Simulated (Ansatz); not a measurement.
CsPbCl₃ (Pm-3m) under uniaxial stress along [111] (compression positive): electron conductivity mass by PBEsol with spin-orbit coupling, rigid bands (plane waves, PAW; Ansatz, a program for electronic structure). The unloaded cell, whose axes the loads refer to:

```cif
data_Cl3CsPb
_chemical_formula_sum 'Cs1 Pb1 Cl3'
_space_group_name_H-M_alt 'Pm-3m'
_space_group_IT_number 221
_space_group_name_Hall '-P 4 2 3'
_cell_length_a 5.61822
_cell_length_b 5.61822
_cell_length_c 5.61822
_cell_angle_alpha 90.000
_cell_angle_beta 90.000
_cell_angle_gamma 90.000
loop_
_atom_site_label
_atom_site_type_symbol
_atom_site_symmetry_multiplicity
_atom_site_Wyckoff_symbol
_atom_site_fract_x
_atom_site_fract_y
_atom_site_fract_z
_atom_site_occupancy
Cs1 Cs 1 a 0.00000 0.00000 0.00000 1
Pb1 Pb 1 b 0.50000 0.50000 0.50000 1
Cl1 Cl 3 c 0.00000 0.50000 0.50000 1
```

```tsv
uniaxial stress along [111] (compression positive) (GPa)	volume per atom (Å³)	electron conductivity mass (mₑ)
-2	36.17	0.197
-1	35.87	0.177
0	35.47	0.164
1	34.93	0.159
2	34.29	?
```

Fit a straight line to ln(electron conductivity mass) against the load over the rows given, and predict the row at 2 GPa.

The means are x̄ = -0.500 GPa and ȳ = -1.7507; Σ(x − x̄)(y − ȳ) = -0.3596 and Σ(x − x̄)² = 5.000, so the slope is -7.19 % per GPa, and the rows given lie within 2.1 % of the line. At 2 GPa the line gives 0.145 mₑ; the calculation gives 0.156 mₑ, 7.0 % from it, so the trend bends or changes character over this range.

Masses are for dilute carriers at 300 K, harmonic means over directions unless an axis is named. Stresses and pressures are the targets of the relaxation. The structure type is held at every load. Geometry: cell and atoms relaxed with PBEsol.

CsPbCl3 (Pm-3m): a high-temperature phase held by its symmetry.
